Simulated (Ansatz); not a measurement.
The parent structure is C in the diamond structure (space group Fd-3m, No. 227; a = 3.572 Å).

Method: PBE (Ansatz, a quantum-chemistry and plane-wave program; PAW; 420 eV plane waves; scalar-relativistic without spin-orbit coupling).

Before the change:

```
Property   Result
--------  -------
Band gap  4.13 eV
```

Perturbation: an isotropic linear strain of +0.50 %, atoms relaxed at fixed cell.

**Question.** What happens to the band gap?

**Answer.** The band gap shrinks by 0.034 eV (4.13 eV → 4.09 eV).

**Question.** Estimate the effect on the energy relative to the base.

**Answer.** The energy goes up by 1.7 meV/atom.

No phonon test of stability was made.
